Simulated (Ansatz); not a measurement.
Results of LDA in Ansatz (PAW) for rutile MgH₂.

Settings: plane-wave cutoff 520 eV, 8×8×12 k mesh (along the axes of the cell as run), Fermi–Dirac smearing 0.01 eV, scalar-relativistic PAW data made under PBE.

The cell has the measured lattice parameters. Conventional cell: a = 4.5010 Å, b = 4.5010 Å, c = 3.0100 Å, α = 90.00°, β = 90.00°, γ = 90.00°.

```xyz
6
Lattice="4.5010 0.0000 0.0000 0.0000 4.5010 0.0000 0.0000 0.0000 3.0100" Properties=species:S:1:pos:R:3 pbc="T T T"
Mg     0.0000     0.0000     0.0000
Mg     2.2505     2.2505     1.5050
H      1.3773     1.3773     0.0000
H      3.6278     0.8732     1.5050
H      0.8732     3.6278     1.5050
H      3.1237     3.1237     0.0000
```

### Question
List the 8 lowest band energies at Γ above −25 eV (eV, relative to the valence band maximum), grouping those that round alike.

### Answer
At Γ: -6.63, -1.49 (×2), -0.54, 4.39, 4.88, 8.85 (×2).

Note: cell and atoms aren't relaxed at this level (largest force component 0.04 eV/Å, pressure -2.2 GPa).

Ansatz is a program for electronic structure.
